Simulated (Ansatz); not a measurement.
Y2Ge (model structure, started from the Ni2In type, P6₃/mmc, No. 194, 6 atoms in the cell): properties by level of theory

```tsv
level (code)	equilibrium lattice constant a (Å)	lattice parameter c (Å)	formation enthalpy (eV/atom)
PBE (Ansatz)	5.164	6.400	-0.537
PBEsol (Ansatz)	5.092	?	?
PBE-D3(BJ) (Ansatz)	5.099	?	-0.607
```

Complete the blanks.


- PBEsol (Ansatz, a quantum-chemistry and plane-wave program), lattice parameter c (Å): 6.287
- PBEsol (Ansatz), formation enthalpy (eV/atom): -0.598
- PBE-D3(BJ) (Ansatz), lattice parameter c (Å): 6.294

Ansatz's density-functional and Hartree–Fock values are scalar-relativistic unless marked +SOC, with PAW data made under PBE.

The computed numbers hold no vibrational or temperature effects.

A model structure was made by putting elements into a prototype or built by hand; it is no filed structure, need not be a known phase, and can be a saddle point held by its symmetry.
